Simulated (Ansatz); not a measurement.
**Habitual settings against a tight run: a (101) slab of NbMoS3 (cut from a parent of space group no. 11; 20 atoms in the cell)**

Self-consistent single point.

```xyz
20
Lattice="3.2329 0.0000 0.0000 0.0000 11.8111 0.0000 0.0000 0.0000 20.7373" Properties=species:S:1:pos:R:3 pbc="T T T"
Nb     2.4246    10.9383     6.0477
Nb     0.8082     9.1855     7.6951
Nb     2.4246     6.5992    10.5083
Nb     0.8082     4.8464    12.1558
Mo     2.4246     4.5897     7.9267
Mo     0.8082    11.1950    10.2767
Mo     2.4246     0.2507    12.3874
Mo     0.8082     6.8560    14.7373
S      2.4246     9.2459     9.7033
S      0.8082     6.5388     8.5001
S      2.4246     8.5203     6.0000
S      0.8082    11.6035     7.7428
S      2.4246     1.0873    10.1981
S      0.8082     2.8863     8.0053
S      2.4246     4.9069    14.1639
S      0.8082     2.1997    12.9607
S      2.4246     4.1812    10.4606
S      0.8082     7.2644    12.2035
S      2.4246     8.5594    14.6587
S      0.8082    10.3584    12.4660
```

Method of the run: PBEsol, PAW files made with PBE (plane waves; Ansatz, a first-principles code).

Base settings: basis.ecutwfc = 420 eV; kpoints.mp_grid.grid = 7 2 1; hamiltonian.xc = pbesol; hamiltonian.pseudopotentials = {kind: paw} (the program's default PAW files); scf.occupations.method = gaussian; scf.occupations.width = 0.1 eV.

Tight run (finer mesh or higher cutoff; not a proven limit): basis.ecutwfc: 420 eV → 590 eV; kpoints.mp_grid.grid: 7 2 1 → 10 3 1; scf.convergence.dr2_threshold: default (1e-07 eV) → 1e-09 eV. It gave Fermi level (on the code's own zero) 3.11 eV; pressure averaged over the cell with its vacuum -3.06 GPa; largest force (vector length) 3.311 eV/Å.

Quick runs, as changes from the base:
- A: the base itself
- B: basis.ecutwfc: 420 eV → 335 eV; kpoints.mp_grid.grid: 7 2 1 → 2 2 1
- C: basis.ecutwfc: 420 eV → 250 eV; kpoints.mp_grid.grid: 7 2 1 → 1 1 1; hamiltonian.xc: pbesol → lda; scf.occupations.method: gaussian → cold; scf.occupations.width: 0.1 eV → 0.5 eV [LDA (PW92)]
- D: kpoints.mp_grid.grid: 7 2 1 → 4 4 1; scf.occupations.width: 0.1 eV → 0.5 eV

Energies are extrapolated to zero smearing width, which holds to low order in the width alone.

Dashes: time of B, C, under 30 s; energy of C, another energy zero.

† marks runs with another functional, U, potentials or spin treatment: their distance from the tight run is not a convergence error alone.

The count of work is k-points × plane waves × bands × iterations; it is no time. Core times come from one kind of shared machine and are given to one figure; runs under 30 s give none.

The starting cell comes from a database of computed structures (which also holds hypothetical and non-ambient phases and stackings), without a prior relaxation at this level. The slab is cut from that crystal, and its faces are unrelaxed. Its lattice was rescaled in the plane by a random factor within 2.5 % of one. Spin polarisation is off. The two faces of this cut differ, and no dipole correction was used. In the base run, forces exceed 1 eV/Å.

```
run  energy less tight (meV/atom)  largest miss in a force vector (eV/Å)  count of work / tight  core time / tight (rough)
---  ----------------------------  -------------------------------------  ---------------------  -------------------------
A                             0.7                                  0.097                   0.35                        0.4
B                            62.9                                  1.503                   0.16                          –
C†                              –                                  2.687                  0.021                          –
D                            -0.8                                  0.391                   0.33                        0.3
```

Among the runs at the tight run's level, the energy misses run from 0.7 to 62.9 meV/atom.

Left out of this page: 2 runs of the series outside the window shown, repeating another row's setting, or not comparable.

Keys are those of Ansatz 0.2.
